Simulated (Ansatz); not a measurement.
GaP under load (space group R3m), r2SCAN with spin-orbit coupling, rigid bands run with Ansatz (a program for electronic structure). Condition of this run: uniaxial stress along [111] of -1 GPa (compression positive) (the target of the relaxation). Band gap 1.81 eV, N_c = 3.79e19 cm⁻³ and N_v = 1.48e19 cm⁻³ at 300 K, conductivity masses of 0.340 mₑ (electrons) and 0.467 mₑ (holes). Take k_BT = 0.02585 eV.

What thermal injection velocity √(2k_BT/πm) limits a ballistic channel?

9.23e6 cm/s for electrons and 7.87e6 cm/s for holes, a ratio of √(m_h/m_e) = 1.17, for dilute carriers.

Find the intrinsic carrier density and the intrinsic Fermi level.

n_i = √(N_c N_v) exp(−E_g/2k_BT) = 2.37e19 × exp(−35.01) = 1.5e4 cm⁻³. The level lies (k_BT/2) ln(N_v/N_c) = -12 meV from mid-gap (positive towards the conduction band). Each 0.1 eV added to the gap lowers n_i by a factor of 6.9.

A film of it is 5 nm thick. Estimate the confinement energies in an infinite well.

ħ²π²/(2m t²) = 0.376 eV·nm²/(m/mₑ × t²) gives 44.2 meV for electrons and 32.2 meV for holes, so the gap would widen to about 1.89 eV. Finite barriers and nonparabolic bands lower this, and with several valleys or bands the heaviest mass along the normal sets the lowest level, not this average.

Rigid bands with the computed gap; masses take one relaxation time for all states.
